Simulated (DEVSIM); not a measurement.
Structure: Si n-i-p diode, at 450 K.

```
layer (left to right)  material  thickness (μm)  Nd (cm⁻³)  Na (cm⁻³)   τn (s)   τp (s)
---------------------  --------  --------------  ---------  ---------  -------  -------
1                            Si           0.530     2.3e18          -  0.00015  0.00015
2                            Si           0.460          -     6.2e12  0.00015  0.00015
3                            Si           0.400          -     6.1e17  0.00015  0.00015
```

Left contact: ohmic. Right contact: ohmic. Voltage is applied to the left contact. Recombination: SRH at mid-gap, radiative. Mobility is μmin + (μ − μmin)/(1 + (N/Nref)^α).

This is a model device: material constants are rounded textbook-type values typed into the input, and sizes, dopings and lifetimes were drawn at random. Values at 300 K; Nc and Nv go as T^1.5, mobilities as T to minus their exponent, the gap by Varshni's rule with the affinity fixed.

```
parameter               Si
----------------  --------
gap (eV)             1.124
affinity (eV)         4.05
permittivity          11.7
Nc (cm⁻³)          2.86e19
Nv (cm⁻³)           3.1e19
μn (cm²/Vs)           1417
μp (cm²/Vs)            470
μn,min                  52
μp,min                  45
Nref,n              9.7e16
Nref,p              2.2e17
αn                    0.68
αp                    0.72
T exponent of μn       2.3
T exponent of μp       2.2
B (cm³/s)          4.7e-15
Varshni α (eV/K)  0.000473
Varshni β (K)          636
```

Model (solved in DEVSIM): 1D drift-diffusion, Boltzmann statistics, complete ionisation; no tunnelling, impact ionisation, image-force lowering or self-heating.

Task: Tabulate band edges, carrier densities and field at zero bias.

Result: Energies count from the Fermi level of the right contact; mesh points crowd at the junctions.

```json
[
 {"x (μm)": "0.000", "Ec (eV)": "0.121", "Ev (eV)": "-0.960", "n (cm⁻³)": "2.3e18", "p (cm⁻³)": "1.0e9", "field (V/cm)": "≈ 0"},
 {"x (μm)": "0.02143", "Ec (eV)": "0.121", "Ev (eV)": "-0.960", "n (cm⁻³)": "2.3e18", "p (cm⁻³)": "1.0e9", "field (V/cm)": "≈ 0"},
 {"x (μm)": "0.06347", "Ec (eV)": "0.121", "Ev (eV)": "-0.960", "n (cm⁻³)": "2.3e18", "p (cm⁻³)": "1.0e9", "field (V/cm)": "≈ 0"},
 {"x (μm)": "0.1362", "Ec (eV)": "0.121", "Ev (eV)": "-0.960", "n (cm⁻³)": "2.3e18", "p (cm⁻³)": "1.0e9", "field (V/cm)": "≈ 0"},
 {"x (μm)": "0.3143", "Ec (eV)": "0.121", "Ev (eV)": "-0.960", "n (cm⁻³)": "2.3e18", "p (cm⁻³)": "1.0e9", "field (V/cm)": "≈ 0"},
 {"x (μm)": "0.4275", "Ec (eV)": "0.121", "Ev (eV)": "-0.960", "n (cm⁻³)": "2.3e18", "p (cm⁻³)": "1.0e9", "field (V/cm)": "≈ 0"},
 {"x (μm)": "0.4852", "Ec (eV)": "0.121", "Ev (eV)": "-0.960", "n (cm⁻³)": "2.3e18", "p (cm⁻³)": "1.0e9", "field (V/cm)": "≈ 0"},
 {"x (μm)": "0.5249", "Ec (eV)": "0.132", "Ev (eV)": "-0.949", "n (cm⁻³)": "1.8e18", "p (cm⁻³)": "1.3e9", "field (V/cm)": "31000"},
 {"x (μm)": "0.5433", "Ec (eV)": "0.240", "Ev (eV)": "-0.841", "n (cm⁻³)": "1.1e17", "p (cm⁻³)": "2.2e10", "field (V/cm)": "37000"},
 {"x (μm)": "0.5752", "Ec (eV)": "0.317", "Ev (eV)": "-0.764", "n (cm⁻³)": "1.5e16", "p (cm⁻³)": "1.6e11", "field (V/cm)": "17000"},
 {"x (μm)": "0.6322", "Ec (eV)": "0.395", "Ev (eV)": "-0.687", "n (cm⁻³)": "2.0e15", "p (cm⁻³)": "1.2e12", "field (V/cm)": "12000"},
 {"x (μm)": "0.7866", "Ec (eV)": "0.564", "Ev (eV)": "-0.517", "n (cm⁻³)": "2.5e13", "p (cm⁻³)": "9.3e13", "field (V/cm)": "11000"},
 {"x (μm)": "0.8884", "Ec (eV)": "0.677", "Ev (eV)": "-0.405", "n (cm⁻³)": "1.4e12", "p (cm⁻³)": "1.7e15", "field (V/cm)": "12000"},
 {"x (μm)": "0.9478", "Ec (eV)": "0.755", "Ev (eV)": "-0.326", "n (cm⁻³)": "1.8e11", "p (cm⁻³)": "1.3e16", "field (V/cm)": "16000"},
 {"x (μm)": "0.9848", "Ec (eV)": "0.844", "Ev (eV)": "-0.237", "n (cm⁻³)": "1.9e10", "p (cm⁻³)": "1.3e17", "field (V/cm)": "40000"},
 {"x (μm)": "1.005", "Ec (eV)": "0.901", "Ev (eV)": "-0.180", "n (cm⁻³)": "4.3e9", "p (cm⁻³)": "5.5e17", "field (V/cm)": "6600"},
 {"x (μm)": "1.037", "Ec (eV)": "0.905", "Ev (eV)": "-0.176", "n (cm⁻³)": "3.8e9", "p (cm⁻³)": "6.1e17", "field (V/cm)": "44"},
 {"x (μm)": "1.095", "Ec (eV)": "0.905", "Ev (eV)": "-0.176", "n (cm⁻³)": "3.8e9", "p (cm⁻³)": "6.1e17", "field (V/cm)": "≈ 0"},
 {"x (μm)": "1.234", "Ec (eV)": "0.905", "Ev (eV)": "-0.176", "n (cm⁻³)": "3.8e9", "p (cm⁻³)": "6.1e17", "field (V/cm)": "≈ 0"},
 {"x (μm)": "1.314", "Ec (eV)": "0.905", "Ev (eV)": "-0.176", "n (cm⁻³)": "3.8e9", "p (cm⁻³)": "6.1e17", "field (V/cm)": "≈ 0"},
 {"x (μm)": "1.359", "Ec (eV)": "0.905", "Ev (eV)": "-0.176", "n (cm⁻³)": "3.8e9", "p (cm⁻³)": "6.1e17", "field (V/cm)": "≈ 0"},
 {"x (μm)": "1.390", "Ec (eV)": "0.905", "Ev (eV)": "-0.176", "n (cm⁻³)": "3.8e9", "p (cm⁻³)": "6.1e17", "field (V/cm)": "≈ 0"}
]
```
